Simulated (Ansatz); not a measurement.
**HgTe: pressure series**

The parent structure is HgTe in the zinc blende structure (space group F-43m, No. 216).

```xyz
2
Lattice="0.0000 3.3253 3.3253 3.3253 0.0000 3.3253 3.3253 3.3253 0.0000" Properties=species:S:1:pos:R:3 pbc="T T T"
Te     4.9880     4.9880     4.9880
Hg     0.0000     0.0000     0.0000
```

Cell and atoms are relaxed at each pressure.

Computed with PBE, PAW, 420 eV (Ansatz, a first-principles code; without spin-orbit coupling), earlier PAW set.

Notes on the quantities. enthalpy: H = E + PV relative to the base's energy.

| case | enthalpy | band gap | volume per atom |
|---|---|---|---|
| base | – | zero | 36.77 Å³ |
| pressure −2 GPa | -0.47 eV/atom | zero | 39.45 Å³ |
| pressure −1 GPa | -0.23 eV/atom | zero | 37.97 Å³ |
| pressure 1.8 GPa | +0.40 eV/atom | zero | 35.10 Å³ |
| pressure 4.2 GPa | +0.92 eV/atom | zero | 33.42 Å³ |
| pressure 9 GPa | +1.88 eV/atom | zero | 31.03 Å³ |
| pressure 18 GPa | +3.54 eV/atom | zero | 28.20 Å³ |
| pressure 30 GPa | +5.55 eV/atom | zero | 25.83 Å³ |
| pressure 45 GPa | +7.87 eV/atom | 0.16 eV | 23.86 Å³ |
| pressure 60 GPa | +10.04 eV/atom | 0.29 eV | 22.45 Å³ |

Spin-orbit coupling, missing from the scalar runs, can matter with Hg and Te. Load acts through the strain it causes; cell and atoms are relaxed under it. Whether these cells are dynamically stable was not tested. Tetrahedral semiconductors of this kind turn to denser phases somewhere between about 1 and 50 GPa; those were not computed, so compressed cells here can lie past the real transition. All final runs are without spin polarisation. The zero or small gap of HgTe can change with the level of theory.
